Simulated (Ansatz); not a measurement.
# How far PBE and r2SCAN part for Zr, biaxial strain +1.13 %, plane normal [001], relaxed out of plane

Start from Zr in the hcp (Mg type) structure (space group P6_3/mmc, No. 194; a = 3.2308 Å, c = 5.1793 Å; relaxed with 0.1 eV smearing). Axes: x lies along a and z along c of the hexagonal cell.

(Cell as relaxed with PBE.)

Levels (all Ansatz, a quantum-chemistry and plane-wave program, PAW, earlier PAW set): PBE (420 eV, no spin-orbit coupling); r2SCAN (500 eV, spin-orbit coupling left out).

Each level relaxes its own structure.

```
base                      PBE    r2SCAN
-------------------  --------  --------
volume per atom      23.41 Å³  23.51 Å³
lattice parameter a  323.1 pm  324.4 pm
band gap                 zero      zero
```

Now apply this change: biaxial strain +1.13 %, plane normal [001], relaxed out of plane (Cartesian); in-plane vectors clamped, the third vector and the atoms free.

| quantity | PBE | r2SCAN |
|---|---|---|
| out-of-plane strain | -0.89 % | ? |
| shortest interatomic distance | 318.5 pm | ? |

Problem. Predict the r2SCAN column.

Solution. 
- out-of-plane strain, r2SCAN: -0.82 %
- shortest interatomic distance, r2SCAN: 318.3 pm

PBE's out-of-plane strain lies 0.07 % below r2SCAN's; PBE's shortest interatomic distance lies 0.2 pm above r2SCAN's (0.1 %). Neither level is exact; r2SCAN is the comparison here, not a measurement.

No phonon test of stability was made. All final runs are without spin polarisation.
